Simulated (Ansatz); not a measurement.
Consider the following.

End structure of a constructed model of the (111) surface of fcc Rh, a pseudomorphic layer of Au in the other hollow (bottom of the slab: a bare face, its two planes held):

```yaml
crystal:
  lattice:
    - [2.70822, 0.00000, 0.00000]
    - [-1.35411, 2.34539, 0.00000]
    - [0.00000, 0.00000, 29.50000]
  atoms:
    - { symbol: Rh, position: [0.33333, 0.66667, 0.27121] }
    - { symbol: Rh, position: [0.66667, 0.33333, 0.34617] }
    - { symbol: Rh, position: [0.00000, 0.00000, 0.42044] }
    - { symbol: Rh, position: [0.33333, 0.66667, 0.49589] }
    - { symbol: Rh, position: [0.66667, 0.33333, 0.57070] }
    - { symbol: Rh, position: [0.00000, 0.00000, 0.64438] }
    - { symbol: Au, position: [0.66667, 0.33333, 0.72902] }
```

Slab: 7 atoms, 13.5 Å thick at the start with caps and adatoms (thin: gaps and levels are the slab's own); k 16x16x1, smearing 0.1 eV, dipole-corrected; 2 atoms held, the rest relaxed; start symmetry kept, larger cells not searched; no spin, no spin-orbit, no U. In PBE it lies 0.02 eV a 1x1 cell over the lowest computed structure of the same composition (a pseudomorphic layer of Au in the host's stacking).

**Question.** Give the work function of the top face at the level PBE run with Ansatz (an electronic-structure program).

**Answer.** 5.17 eV
